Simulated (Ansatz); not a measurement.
ZrCu5, pressure series

The reference is ZrCu₅ (space group F-43m, No. 216; a = 6.7886 Å).

Cell and atoms are relaxed at each pressure.

Method: PBEsol, PAW, 420 eV (Ansatz, a quantum-chemistry and plane-wave program; no spin-orbit coupling).

Notes on the quantities. enthalpy: H = E + PV relative to the base's energy.

```json
[
 {"variant": "base", "density": "8.68 g/cm³", "enthalpy": "–"},
 {"variant": "pressure 0.3 GPa", "density": "8.70 g/cm³", "enthalpy": "+0.02 eV/atom"},
 {"variant": "pressure 0.7 GPa", "density": "8.72 g/cm³", "enthalpy": "+0.06 eV/atom"},
 {"variant": "pressure 1.5 GPa", "density": "8.76 g/cm³", "enthalpy": "+0.12 eV/atom"},
 {"variant": "pressure 3 GPa", "density": "8.84 g/cm³", "enthalpy": "+0.24 eV/atom"},
 {"variant": "pressure 5 GPa", "density": "[?]", "enthalpy": "+0.40 eV/atom"},
 {"variant": "pressure 7.5 GPa", "density": "[?]", "enthalpy": "+0.60 eV/atom"},
 {"variant": "pressure 10 GPa", "density": "9.17 g/cm³", "enthalpy": "+0.79 eV/atom"}
]
```

What belongs in the blanks?


- pressure 5 GPa, density: 8.94 g/cm³
- pressure 7.5 GPa, density: 9.06 g/cm³

Load acts through the strain it causes; cell and atoms are relaxed under it. No phonon test of stability was made. Competing high-pressure phases were not computed. All final runs are without spin polarisation.
